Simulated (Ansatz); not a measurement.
# BeS: energy against strain

BeS (zinc blende, F-43m, 13.793 Å³/atom at rest) under an equal strain ε in the (001) plane with the normal axis free, as in a coherent film. LDA in Ansatz, a plane-wave DFT program (PAW, default set), 420 eV, 12×12×12 Γ-centred mesh, Fermi-Dirac smearing 0.05 eV; ions are relaxed within the symmetry of each cell.

Here s stands for strain and y for E less E0.

| strain (%) | E less E0 (meV/atom) |
|---|---|
| -1.50 | 3.62 |
| -1.00 | 1.59 |
| -0.50 | 0.39 |
| 0.00 | 0.00 |
| 0.50 | 0.39 |
| 1.00 | 1.53 |
| 1.50 | 3.39 |
| 3.00 | ? |

Fit y against s with a parabola, and predict the withheld value at s = 3.00.

Least squares gives y = 0.001 - 0.0579·s + 1.5576·s². Residuals (row less fit): 0.028, -0.026, -0.029, -0.001, 0.029, 0.029, -0.029; standard error 0.035 (degrees of freedom: 4). Twice the quadratic coefficient over the volume, 2 × 1.5576 meV × 10⁴ × 0.1602 / 13.793 Å³, is twice the biaxial elastic modulus of this plane = 362 ± 4 GPa. At the withheld row, y = 0.001 - 0.0579 × 3.0 + 1.5576 × 3.0² = 13.846 meV/atom. The calculation gives 13.10 meV/atom, 0.746 meV/atom below the prediction (5.7 % of the range of y in the table). The row lies outside the fitted rows, so this is an extrapolation. From the scatter of the fitted rows alone, a prediction at this place has a standard error of 0.133 meV/atom, so the miss is 5.6 times that.

One order more, fitted to all 13 runs of the series, follows each within 0.01, so the miss is the next term of a smooth law. Rows are the converged runs of the series near zero and its far end; series whose fitted rows scatter by over a few per cent of the range, as at a crossing or softening among them, aren't shown in this form. Most that stay on the fit to the last digits aren't either.
